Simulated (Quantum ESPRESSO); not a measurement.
Equation of state of CsCl-type RuAl (space group 221): energy against volume (Quantum ESPRESSO, PBE)

```xyz
2
Lattice="2.9368 0.0000 0.0000 0.0000 2.9368 0.0000 0.0000 0.0000 2.9368" Properties=species:S:1:pos:R:3 pbc="T T T"
Al     1.4684     1.4684     1.4684
Ru     0.0000     0.0000     0.0000
```

Method: PBE, GBRV 1.5 ultrasoft (PBE) pseudopotentials (plane waves; Quantum ESPRESSO 7.5). Settings: ecutwfc = 52 Ry; ecutrho = 416 Ry; occupations = smearing; smearing = fermi-dirac; degauss = 0.0036749 Ry; potentials = {Al: al_pbe_v1.uspp.F.UPF, Ru: ru_pbe_v1.2.uspp.F.UPF}; K_POINTS = automatic 19 19 19 0 0 0; conv_thr = 1e-10 Ry; mixing_beta = 0.7. The cell above is the first row's. The rows scale it uniformly. In all rows fractional positions and the k mesh are held. E is the free energy at the stated smearing, counted from the lowest row.

```
V (Å^3/atom)  E (meV/atom)
------------  ------------
12.665                   ?
12.940               18.98
13.216                5.42
13.491                0.00
13.766                1.86
14.042               10.24
14.317               24.47
14.592               43.92
14.868               68.05
```

Taking the third-order Birch-Murnaghan form, a cubic in V^(-2/3) for E over the 8 complete rows: With u = V^(-2/3) - 0.173, the rows have u = 0.008431, 0.005896, 0.003456, 0.001098, -0.001190, -0.003398, -0.005535, -0.007614. Least squares gives E = 5.086 - 3616.05·u + 617642·u² + 811752·u³. Residuals (row less fit): -0.009, 0.017, 0.000, -0.001, -0.022, -0.003, 0.035, -0.017; standard error 0.024 (degrees of freedom: 4). Its minimum lies at u = 0.002911, so V0 = (0.175911)^(-3/2) = 13.55. There d²E/du² = 1249000 and d³E/du³ = 4871000, so B0 = (4/9) × 13.55^(-7/3) × 1249000 × 0.160218 = 203 GPa (the last factor turns the table's units into GPa), and B0' = 4 + (2/3) × 0.175911 × (4871000)/1249000 = 4.5. The program's pressures in the fitted runs (not shown) pass through zero at V = 13.55, 0.01 % from this V0.

Estimate the missing E (V = 12.665); what did the run itself give?

u = 0.011047, so E = 5.086 - 3616.05 × 0.011047 + 617642 × 0.011047² + 811752 × 0.011047³ = 41.609 meV/atom. The calculation gives 41.61 meV/atom, which the fit meets to the printed digits. The row lies outside the fitted rows, so this is an extrapolation. From the scatter of the fitted rows alone, a prediction at this place has a standard error of 0.072 meV/atom, so the miss is 0.0 times that.

Carrying the step between the two nearest rows on in a straight line would have given 32.49, off by 9.12; series whose last step already gives the withheld value aren't shown. The scan was laid around a cell of about the measured size, scaled by a guess for this functional. The runs keep the symmetry of the cell, so they don't test it for distortions. Spin polarisation is off. Cutoffs and mesh are single choices, not tested for convergence of this quantity. Series with a scatter that would blur these digits, or in which a gap closes, are not shown. Nor are scans whose minimum lies at an end fitted in this form.
